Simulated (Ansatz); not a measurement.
# NiSi: isotropic strain −5.87 %

The parent structure is NiSi (space group Pnma, No. 62; a = 5.105 Å, b = 3.360 Å, c = 5.504 Å; non-magnetic).

One thing is altered: every lattice vector is shortened by 5.87 %; the atoms relax in the strained cell.

Method: PBEsol in Ansatz (plane waves to 420 eV, PAW, spin-orbit coupling left out), earlier PAW set. Settings: 9×14×9 k-points, 0.05 eV Fermi–Dirac smearing.

```json
[
 {"quantity": "volume per atom", "base": "11.80 Å³", "changed": "9.84 Å³", "shift": "-1.96 Å³"},
 {"quantity": "space group", "base": "Pnma (No. 62)", "changed": "Pnma (No. 62)", "shift": "–"},
 {"quantity": "shortest interatomic distance", "base": "2.264 Å", "changed": "2.169 Å", "shift": "-0.095 Å"},
 {"quantity": "energy relative to the base (free energy F)", "base": "0 meV/atom", "changed": "+0.264 eV/atom", "shift": "+0.264 eV/atom"},
 {"quantity": "pressure (mean of the normal stresses, compression positive)", "base": "0.0 GPa", "changed": "51.0 GPa", "shift": "+51.0 GPa"},
 {"quantity": "band gap", "base": "zero", "changed": "zero", "shift": "–"},
 {"quantity": "largest internal atomic displacement", "base": "–", "changed": "0.045 Å", "shift": "–"}
]
```

Final structure:

```xyz
8
Lattice="4.8051 0.0000 0.0000 0.0000 3.1629 0.0000 0.0000 0.0000 5.1808" Properties=species:S:1:pos:R:3 pbc="T T T"
Ni     2.4771     0.7907     3.5242
Ni     0.0746     0.7907     4.2469
Ni     2.3279     2.3722     1.6566
Ni     4.7305     2.3722     0.9338
Si     3.2245     0.7907     0.4676
Si     0.8220     0.7907     2.1228
Si     1.5806     2.3722     4.7131
Si     3.9831     2.3722     3.0580
```

No phonon test of stability was made. Seeded moments were not kept for the base. The final runs are not spin-polarised.

Ansatz is an electronic-structure program.
